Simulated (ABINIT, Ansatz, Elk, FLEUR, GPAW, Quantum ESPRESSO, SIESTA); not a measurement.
**One structure in several programs: MnS (Fm-3m, 2 atoms in the cell)**

Self-consistent single point, at a second geometry (lattice scaled by 0.98). First geometry:

```yaml
crystal:
  lattice:
    - [0.00000, 2.48025, 2.48025]
    - [2.48025, 0.00000, 2.48025]
    - [2.48025, 2.48025, 0.00000]
  atoms:
    - { symbol: S, position: [0.00000, 0.00000, 0.00000] }
    - { symbol: Mn, position: [0.50000, 0.50000, 0.50000], spin: 4.0 }
```
(The spins are starting values, not results.)

Shared settings, as Ansatz (a first-principles code) writes them: kpoints.mp_grid.grid = 9 9 9; scf.occupations.method = gaussian; scf.occupations.width = 0.2 eV. Potentials and cutoffs stand in the table.

```
code                                                                                                                                model  ΔF from the first geometry (meV/atom)  pressure (GPa)  size of the net moment (μB/atom)           cutoff
----------------  -----------------------------------------------------------------------------------------------------------------------  -------------------------------------  --------------  --------------------------------  ---------------
SIESTA            GGA PBE, numerical atomic orbitals TZP, PseudoDojo PBE standard norm-conserving potentials (rewritten from UPF to PSML)                                   46.7           10.71                              2.01      grid 300 Ry
Elk                                                          PBE, all-electron FP-LAPW, Elk's shipped species files, default APW+lo basis                                      –               –                              1.95         rgkmax 7
FLEUR                                                                        PBE, all-electron FLAPW (FLEUR), scalar-relativistic valence                                      –               –                              1.97  Kmax 4.6 1/bohr
GPAW                                                                                         PBE, GPAW PAW datasets PBE (gpaw-data 1.0.1)                                   39.5           10.25                              1.96           800 eV
Quantum ESPRESSO                                                                        PBE, SSSP 1.1.2 efficiency (PBE) pseudopotentials                                   39.6            9.73                              1.98            50 Ry
Ansatz                                                                                                             PBE, default PAW files                                   37.6            9.62                              1.97           420 eV
ABINIT                                                           PBE, norm-conserving pseudopotentials (PseudoDojo nc-sr-05 PBE standard)                                   47.7           11.01                              2.01            48 Ha
```

A dash marks a value that a program does not give, or that is left out as unsure.

On Ansatz's run: with one magnetic atom in the cell only a parallel order is possible.

The spread over the programs that give each value: ΔF from the first geometry within 10.1 meV/atom; pressure within 1.39 GPa; size of the net moment within 0.06 μB/atom.

SIESTA uses small atom-centred bases, whose incompleteness enters pressures, forces and empty levels differently from a plane-wave cutoff. Elk and FLEUR treat all electrons, but the usual bases taken here (sphere radii, linearisation, local orbitals, empty states) were not tested for convergence, so the values are no reference for the others. Ansatz's pressure is given at a fixed set of plane waves, as the other plane-wave codes print theirs; with its correction for the finite basis it is 9.66 GPa. In the pressure, ABINIT (by 1.02) lies more than 1 GPa from the median of the plane-wave programs.

The starting cell was generated: these elements placed on a structure prototype, without a prior relaxation; it need not be a known phase or ordering of this composition. Its lattice was rescaled by a random factor within 2.5 % of one. For this run, on top of that: lattice scaled by 0.98.

Keys are those of Ansatz 0.2.
